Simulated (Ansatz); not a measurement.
**Response to strain in IrP3**

Start from IrP₃ (space group Im-3, No. 204; a = 8.009 Å; a cell from a computed database, its experimental status unchecked). Axes: x, y, z lie along the cube axes.

Strains are applied to the cell and any free atomic positions relax; under biaxial strain the out-of-plane vector relaxes too; under stress the whole cell relaxes.

The values are results of DFT with PBEsol, PAW potentials and a 420 eV plane-wave cutoff in Ansatz (a first-principles code), spin-orbit coupling left out, not measurements.

Notes on the quantities. energy relative to the base: free energy F.

| case | energy relative to the base | volume per atom | space group |
|---|---|---|---|
| base | 0 meV/atom | 16.06 Å³ | Im-3 (No. 204) |
| biaxial strain −2.89 %, plane normal [110], relaxed out of plane | +34 meV/atom | 15.43 Å³ | C2/m (No. 12) |
| uniaxial strain ε_yy = −1.91 % | +6.6 meV/atom | 15.75 Å³ | Immm (No. 71) |
| uniaxial stress, 3 GPa compression along x | +1.5 meV/atom | 15.97 Å³ | Immm (No. 71) |

The mesh was chosen for an insulator and is coarse for the gapless case. Beyond what the load breaks, stability against distortions was not tested. All final runs are without spin polarisation.
